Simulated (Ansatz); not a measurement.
## KCl: pressure series

The parent structure is KCl in the rock salt structure (space group Fm-3m, No. 225).

```
CELL_PARAMETERS angstrom
      0.00000     3.19072     3.19072
      3.19072     0.00000     3.19072
      3.19072     3.19072     0.00000
ATOMIC_POSITIONS crystal
  K  0.00000 0.00000 0.00000
  Cl 0.50000 0.50000 0.50000
```

Cell and atoms are relaxed at each pressure.

Method: plane-wave PAW DFT at the PBE level (Ansatz, a program for electronic structure, 420 eV), scalar-relativistic without spin-orbit coupling.

For the base:

```
Property    Value
--------  -------
Band gap  5.05 eV
```

Problem. The aim is a band gap between 4.25 eV and 4.61 eV. Which of these changes reaches it?
A) pressure 3 GPa
B) pressure −2 GPa
C) pressure 5 GPa
D) pressure 7.5 GPa

Solution. B, pressure −2 GPa. It gives 4.47 eV; pressure 5 GPa gives 5.76 eV; pressure 7.5 GPa gives 6.01 eV; pressure 3 GPa gives 5.52 eV. Changes not listed may reach it too

Load acts through the strain it causes; cell and atoms are relaxed under it. No phonon test of stability was made. No other phases were tried under pressure.
